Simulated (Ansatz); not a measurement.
**Ansatz (a first-principles code) run on TiAl (P4/mmm, 2 atoms in the cell): self-consistent single point**

Computed with PBEsol, default PAW files made with PBE (plane waves; Ansatz).

Input:

Ansatz 0.2 input:
```yaml
# TiAl
crystal:
  lattice:
    - [2.741324, 0.000000, 0.000000]
    - [0.000000, 2.741324, 0.000000]
    - [0.000000, 0.000000, 3.965979]
  atoms:
    - { symbol: Ti, position: [0.500000, 0.500000, 0.500000] }
    - { symbol: Al, position: [0.000000, 0.000000, 0.000000] }
basis:
  ecutwfc: 30.9 Ry
kpoints:
  mp_grid: { grid: [8, 8, 6], shift: [0.5, 0.5, 0.5] }
hamiltonian:
  xc: pbesol
  pseudopotentials: { kind: paw }
scf:
  occupations: { method: fermi_dirac, width: 0.01 Ry }
output:
  forces: true
  eigenvalues: true
  stress: true
```

Log, with long lists cut:

```
WARN ansatz: RAYON_NUM_THREADS=1 ignored (pool sized by the plan → 1); use --threads N
Pseudopotentials: kind: paw
Pseudopotential: Ti, paw, valence charge 12
Pseudopotential: Al, paw, valence charge 3
Crystal: 2 atoms, lattice volume = 29.804 Å³
Basis set: ecut = 420.4159175005146 eV, 593 PW (Γ), exchange–correlation on 40×40×54 points (8 copies of the dense FFT grid, shifted against one another)
Bands: 12, of which v1, the nominal top of the filled ones, is band 8 counted from 1 (7 counted from 0)
Symmetry: 16 space group operations
Space group: P4/mmm (ITA 123), of the structure as read, at distance tolerance 3.1e-5 Å
k-points: 30 of 384
PAW frozen core: Ti, regenerated for the run's functional, and the local potential with it
PAW frozen core: Al, regenerated for the run's functional, and the local potential with it
Initial density: superposition of atomic densities (neutral atoms: chi_scale 0, normalization atom), corrected by the library's trained network
Initial wavefunctions: pseudopotential atomic-orbital guess
Eigensolver: davidson
Functional: x = pbesol(κ = 0.804, μ = 0.12345679012345678), c = pbesol(β = 0.046)
SCF iter   1: F=—  HF=-2999.282369 eV  |F-HF|=—  |Δ(HF+E_count)|=         —  Δρ=4.61e-3  dr2=6.92e-3  ethr=1.77e-3  ⟨swp⟩=4.9  Hψ=1805  notcnv=0
all-band conjugate gradients solve this SCF's bands
preconditioner: auto → none
SCF iter   2: F=—  HF=-2999.280958 eV  |F-HF|=—  |Δ(HF+E_count)|=   1.41e-3  Δρ=2.60e-3  dr2=3.77e-3  ethr=4.61e-5  ⟨swp⟩=1.0  Hψ=600  notcnv=0
SCF iter   3: F=—  HF=-2999.280104 eV  |F-HF|=—  |Δ(HF+E_count)|=   8.54e-4  Δρ=4.66e-4  dr2=6.72e-5  ethr=2.51e-5  ⟨swp⟩=2.1  Hψ=446  notcnv=0
SCF iter   4: F=—  HF=-2999.280065 eV  |F-HF|=—  |Δ(HF+E_count)|=   3.91e-5  Δρ=1.23e-4  dr2=4.31e-6  ethr=4.48e-7  ⟨swp⟩=2.0  Hψ=465  notcnv=0
SCF iter   5: F=—  HF=-2999.280065 eV  |F-HF|=—  |Δ(HF+E_count)|=   3.11e-7  Δρ=2.76e-5  dr2=1.57e-7  ethr=2.87e-8  ⟨swp⟩=1.4  Hψ=382  notcnv=0
SCF iter   6: F=-2999.280065 eV  HF=-2999.280065 eV  |F-HF|=2.63e-10  |Δ(HF+E_count)|=   1.18e-8  Δρ=3.16e-6  dr2=1.22e-9  ethr=6.67e-10  ⟨swp⟩=4.0  Hψ=1011  notcnv=0
SCF 1 converged in 6 iterations: F = -2999.280065 eV  dr2 = 1.22e-9
SCF converged after 6 iterations
Free energy (F): -2999.280065 eV
Harris-Foulkes:  -2999.280065 eV  (|F-HF|=2.63e-10)
Internal energy: -2999.181018 eV  (E = F + TS)
E sigma→0 (E₀):  -2999.230542 eV
Entropy (-TS):   -0.099046 eV (-49.523 meV/atom)
Fermi energy:    12.079011 eV
--- Per-component energies (eV) ---
  E_band       = -146.980925
  E_kinetic    = 299.984257
  E_local      = -1037.359355  (includes V_loc(G=0)·N_el)
  E_nonlocal   = 20.968492
  E_hartree    = 449.007454
  E_xc         = -137.944530
  E_vxc        = -153.060535  (∫ρ·V_xc dr)
  E_paw        = -1478.328904  (= ΣΔE_a)
  E_vpaw       = -175.527989  (= ΣTr[D̂ρ^β])
  E_aug_tail   = 0.000114  (compensation charges beyond the density's cutoff)
  E_ewald      = -1115.667070
  E_core_change = 0.158523  (= ΣΔE_core)
  E_smearing   = -0.099046  (= −TS)
  E_closure    = 0.000000  (closes the sum)
  Σ components = -2999.280065   (vs F -2999.280065, Δ=0.00e0)
--- Forces (eV/Å), atoms counted from 1 ---
  atom   1  Ti     0.00000000     0.00000000     0.00000000
  atom   2  Al    -0.00000000     0.00000000     0.00000000
  max |Σ_I F_I| component: 1.85e-29 eV/Å
--- Stress (GPa, compression-positive) ---
        7.629091       0.000000       0.000000
        0.000000       7.629091       0.000000
        0.000000       0.000000       8.358126
  P = ⅓ Tr σ = 7.8721 GPa (78.721 kbar)
  The stress holds the Pulay correction. Without it, at fixed plane waves, as pw.x and ABINIT print it: P = 7.8328 GPa
--- Band table (eV; the first three rows and the last of 30) ---
  k-point 0: bands = ["-44.1324", "-20.6521", "-20.1684", "-20.1650", "2.8442", "9.8202", "11.1518", "11.7416", "14.2721", "14.6988", "15.5175", "19.0501"]
  k-point 1: bands = ["-44.1320", "-20.6633", "-20.1679", "-20.1647", "3.3582", "8.4135", "11.2415", "12.2863", "14.0346", "14.3612", "15.5311", "19.6986"]
  k-point 2: bands = ["-44.1316", "-20.6745", "-20.1675", "-20.1644", "4.1393", "7.0290", "11.3385", "12.6850", "13.8158", "14.0320", "15.5424", "19.7553"]
  k-point 29: bands = ["-43.9794", "-20.6685", "-20.6656", "-20.5217", "9.0098", "9.4050", "9.7542", "13.5435", "14.9398", "15.1864", "15.3545", "15.8583"]
```

The run converged in 6 iterations.

The starting cell comes from a database of computed structures (which also holds hypothetical and non-ambient phases and stackings), without a prior relaxation at this level. Its lattice was rescaled by a random factor within 2.5 % of one. Spin polarisation is off. With a pressure of about 8 GPa the cell is away from its equilibrium volume at this level. Ansatz's pressure includes its estimate of the finite-basis (Pulay) stress.
